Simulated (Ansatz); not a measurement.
GaP (model structure, started from the beta GaS type, P6₃/mmc, No. 194, 8 atoms in the cell): lattice parameter a by level of theory

No measured value is used here.

```json
[
 {"level (code)": "PBE (Ansatz)", "value (Å)": "3.925"},
 {"level (code)": "PBEsol (Ansatz)", "value (Å)": "3.885"},
 {"level (code)": "PBE-D3(BJ) (Ansatz)", "value (Å)": "3.890"}
]
```

Ansatz's density-functional and Hartree–Fock values are scalar-relativistic unless marked +SOC, with PAW data made under PBE.

A model structure was made by putting elements into a prototype or built by hand; it is no filed structure, need not be a known phase, and can be a saddle point held by its symmetry.

Ansatz is a quantum-chemistry and plane-wave program.
